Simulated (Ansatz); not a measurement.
Take TiO2 in the anatase structure (space group I4_1/amd, No. 141; a = 3.770 Å, c = 9.552 Å) as the base. Axes: x, y, z lie along a, b, c of the conventional cell.

The change: uniaxial stress, 8 GPa tension along z, with the cell and atoms free to relax against it.

Levels (all Ansatz, a quantum-chemistry and plane-wave program, PAW): PBEsol (420 eV, scalar-relativistic without spin-orbit coupling); r2SCAN (500 eV, no SOC); HSE06 (420 eV, spin-orbit coupling left out).

One geometry, relaxed with PBEsol, under each level:

| level | band gap | lowest conduction level above the VBM at special points | pressure |
|---|---|---|---|
| PBEsol | 2.41 eV | Γ 2.41 eV; M 2.65 eV; X 3.12 eV; R 3.13 eV | -2.67 GPa |
| r2SCAN | 2.85 eV | Γ 2.85 eV; M 3.08 eV; X 3.53 eV; R 3.53 eV | -1.21 GPa |
| HSE06 | 3.96 eV | Γ 3.96 eV; M 4.24 eV; X 4.75 eV | – |

Single points use the geometry relaxed with PBEsol. Their cutoffs differ, which shifts pressures a little. The hybrid gap comes from the SCF mesh plus the semilocal run's edge points and a few special points and is an upper bound. Load acts through the strain it causes; cell and atoms are relaxed under it. Stability under load was not tested beyond the relaxation. The final runs are not spin-polarised.
